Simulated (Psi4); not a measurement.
Psi4 1.11, MP2/cc-pvtz, freeze_core True: bithiophene (c1csc(-c2cccs2)c1), 16 atoms. The geometry is a generated start, not checked to be a minimum at this level.

```json
{
 "task": "energy",
 "method": "mp2",
 "basis": "cc-pvtz",
 "memory": "32 GB",
 "freeze_core": "true",
 "scf_type": "df (default)",
 "guess": "auto, which took SAD (default)",
 "diis_max_vecs": "10 (default)",
 "scf_initial_accelerator": "adiis (default)",
 "e_convergence": "1e-08 (default)",
 "d_convergence": "1e-08 (default)",
 "basis_functions": "392"
}
```

It runs on a single node (Intel Xeon 6 (Granite Rapids), 96 cores on 1 socket, 2 hardware threads a core, 3 L3 cache groups, 3 NUMA nodes).

Wall times, medians of two to five repeats, each run alone on the node (launch to exit). Unless noted, each process is bound to its own block of adjacent cores. Build: conda-forge: OpenMP (LLVM), MKL, Libint2. Other compilers and libraries give other times. Scratch files lie in a memory file system.

```tsv
cores	layout	wall time	speed-up over 2	efficiency	core-seconds
2	2 threads	14 s	1.0×	100 %	29
4	4 threads	11 s	1.3×	66 %	43
8	8 threads	9.3 s	1.5×	39 %	74
16	16 threads	9.8 s	1.5×	18 %	160
32	32 threads	13 s	1.1×	7 %	410
48	48 threads	16 s	0.88×	4 %	780
64	64 threads	19 s	0.74×	2 %	1200
96	96 threads	27 s	0.53×	1 %	2600
```

Efficiency, counted from 2 cores, stays above one half up to 4 cores and is 39 % at 8. The shortest time, 9.3 s, comes at 8 cores (16: level within 8 % or the scatter of repeats); at 96 the run, laid out as 96 threads, is slower again (27 s). The share that grows most is that of the correlated step: from 28 % of the time on 2 cores to 69 % on 96. The largest part on 96 cores, the correlated step, takes 4.1 s on 2 and 19 s there.
